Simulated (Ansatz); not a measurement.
Partial pair distribution functions of a relaxed model of amorphous In24O35, broadened by 0.06 Å; density 6.02 g/cm³. Level of theory: PBE, scalar-relativistic without spin-orbit coupling (plane waves to 420 eV, PAW; Ansatz, a program for electronic structure). The usual formal charges leave 2 electrons over, so the level spacing at the Fermi energy parts defect or band states and needn't be the band gap.

The cell was made by melting and quenching with the CHGNet potential and then relaxed with DFT. O atoms were pushed apart under 1.9 Å during the dynamics, to hinder bonds among them. The hot cell started wider than the set density and was brought back towards it in steps. It is the lowest in DFT energy of 2 quenches. It is a model cell: composition and starting density were chosen by hand, and all elements were melted together. No dispersion term was used. Its density started from a set value of 6.01 and ended at 6.02 g/cm³. The quench (nominally 53 K/ps over its main leg) was far faster than any real one, so the model tends to hold more defects than a real film. One small periodic cell is one sample of the glass; other quenches scatter about these values. The volume was held where the preparation left it and the shape relaxed, at a PBE pressure of -3.1 GPa (tension). Stress components on the final sampling reach 3.1 GPa.

```
r (Å)  g In-O  g In-In  g O-O
-----  ------  -------  -----
1.85     0.00     0.00   0.00
1.95     0.19     0.00   0.00
2.05     3.04     0.00   0.00
2.15     8.34     0.00   0.00
2.25     6.85     0.00   0.00
2.35     2.49     0.00   0.00
2.45     0.82     0.00   0.00
2.55     0.33     0.00   0.01
2.65     0.22     0.00   0.31
2.75     0.02     0.00   1.21
2.85     0.02     0.00   2.16
2.95     0.07     0.00   2.44
3.05     0.05     0.15   2.13
3.15     0.24     1.01   2.00
3.25     0.29     2.30   2.17
3.35     0.21     2.80   2.59
3.45     0.33     2.12   1.88
3.55     0.47     1.83   1.17
3.65     0.57     2.54   0.93
3.75     0.53     3.11   0.80
3.85     0.67     2.98   0.94
3.95     0.96     1.90   0.64
4.05     1.53     1.10   0.58
4.15     1.68     1.13   0.66
4.25     1.33     0.96   0.92
4.35     1.13     0.61   0.86
4.45     1.19     0.26   0.60
4.55     1.12     0.04   0.51
4.65     1.22     0.10   0.58
```

Within 2.76 Å each In has 5.25 O neighbours on average.
